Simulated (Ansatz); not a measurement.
Base system: ZrO₂ in the fluorite structure (space group Fm-3m, No. 225; a = 5.116 Å).

Calculations: PBE in Ansatz (plane waves to 420 eV, PAW, no spin-orbit coupling), earlier PAW set.

One change was made to it. Results:

```json
[
 {"quantity": "band gap", "base": "3.32 eV", "after": "3.37 eV"},
 {"quantity": "lattice parameter a", "base": "9.668 bohr", "after": "9.609 bohr"},
 {"quantity": "electron mass (degenerate bands, along [100])", "base": "0.51, 2.1 mₑ (at Γ)", "after": "0.49, 2.1 mₑ (at Γ)"}
]
```

Task: Which change produced these results?
A. pressure 4.5 GPa
B. pressure −1 GPa
C. pressure 0.9 GPa

Result: A, pressure 4.5 GPa. For comparison, the band gap in the other runs: pressure 0.9 GPa gives 3.33 eV; pressure −1 GPa gives 3.31 eV.

Load acts through the strain it causes; cell and atoms are relaxed under it. Effective masses come from finite differences of ±0.01 Å⁻¹. Stability against distortions was not tested. This is not the structure that ZrO2 has at room temperature and ambient pressure.

Ansatz is a first-principles code.
